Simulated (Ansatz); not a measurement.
# Converging the k-point mesh: Te (C2, 3 atoms in the cell)

```yaml
crystal:
  lattice:
    - [2.21885, -3.84316, 0.00000]
    - [2.21885, 3.84316, 0.00000]
    - [0.00000, 0.00000, 5.90035]
  atoms:
    - { symbol: Te, position: [0.00000, 0.26300, 0.66667] }
    - { symbol: Te, position: [0.74827, 0.74827, 0.00000] }
    - { symbol: Te, position: [0.26300, 0.00000, 0.33333] }
```

Level of theory: LDA (PW92), default PAW files made with PBE (plane waves; Ansatz, a quantum-chemistry and plane-wave program).

Base settings: basis.ecutwfc = 420 eV; kpoints.mp_grid.grid = 7 7 4; hamiltonian.xc = lda; hamiltonian.pseudopotentials = {kind: paw} (the program's default PAW files); scf.occupations.method = fermi_dirac; scf.occupations.width = 0.02 eV.

The second cell is the first with its lattice scaled by 0.98.

Only quantities that move along the ladder and can be compared are tabulated.

The count of work is k-points × plane waves × bands × iterations; it is no time. Core times come from one kind of shared machine, to one figure; runs under 30 s give none.

The starting cell has typed, rounded lattice constants, without a prior relaxation at this level. Its lattice was rescaled by up to half a per cent. One atom was moved a little off its site on purpose. Spin-orbit coupling is off. Ansatz's pressure includes its estimate of the finite-basis (Pulay) stress.

| kpoints.mp_grid.grid | free energy less the last step's (meV/atom) | energy of the compressed cell less the first (meV/atom) | pressure (GPa) | largest difference of a force vector from the last step's (eV/Å) | gap on the mesh (eV) | count of work / last | core time / last (rough) |
|---|---|---|---|---|---|---|---|
| 2 2 1 | 26.87 | 10.49 | -0.68 | 1.594 | 1.626 | 0.0026 | – |
| 2 2 2 | 204.50 | 34.59 | 1.08 | 0.715 | 0.744 | 0.0052 | – |
| 3 3 2 | 54.26 | 22.22 | 0.11 | 0.274 | 0.114 | 0.0060 | – |
| 4 4 2 | 6.45 | 18.62 | -0.18 | 0.126 | 0.763 | 0.012 | – |
| 4 4 3 | 11.48 | 19.58 | -0.11 | 0.011 | 0.908 | 0.013 | – |
| 5 5 3 | 2.58 | 18.66 | -0.19 | 0.018 | 1.021 | 0.021 | – |
| 6 6 4 | 1.76 | 18.27 | -0.21 | 0.013 | 0.124 | 0.035 | – |
| 7 7 4 | -0.38 | 17.99 | -0.23 | 0.009 | 0.678 | 0.052 | – |
| 7 7 5 | 0.36 | 18.09 | -0.23 | 0.003 | 0.724 | 0.063 | – |
| 8 8 5 | -0.09 | 18.02 | -0.23 | 0.001 | 0.749 | 0.081 | – |
| 8 8 6 | 0.06 | 18.04 | -0.23 | 0.001 | 0.473 | 0.099 | – |
| 9 9 6 | 0.27 | 18.02 | -0.23 | 0.002 | 0.124 | 0.12 | 0.1 |
| 10 10 7 | -0.04 | 17.98 | -0.23 | 0.001 | 0.586 | 0.17 | 0.2 |
| 11 11 7 | -0.05 | 17.99 | -0.23 | 0.000 | 0.588 | 0.20 | 0.2 |
| 12 12 8 | 0.09 | 18.00 | -0.23 | 0.001 | 0.124 | 0.28 | 0.3 |
| 14 14 9 | -0.02 | 17.99 | -0.23 | 0.000 | 0.442 | 0.41 | 0.4 |
| 15 15 10 | 0.04 | 17.99 | -0.23 | 0.000 | 0.125 | 0.53 | 0.5 |
| 17 17 11 | 0.00 | 17.99 | -0.23 | 0.000 | 0.352 | 0.74 | 0.7 |
| 19 19 12 | 0.00 | 17.99 | -0.23 | 0.000 | 0.274 | 1.0 | 1 |

Coarsest kpoints.mp_grid.grid that holds the forces within 0.005 eV/Å of the last step, with all finer ones: 7 7 5, at 0.063 of the last step's count of work; the step before is off by 0.009 eV/Å.

Coarsest kpoints.mp_grid.grid that holds the pressure within 0.1 GPa of the last step, with all finer ones: 5 5 3, at 0.021 of the last step's count of work; the step before is off by 0.12 GPa.

The energy difference between the two cells stays within 1 meV/atom of the last step's from 5 5 3 on, the total only from 7 7 4 on: much of the error is common to both cells and cancels.

The gap on the mesh jumps up and down from mesh to mesh; it is no smooth measure of convergence.

Keys are those of Ansatz 0.2.
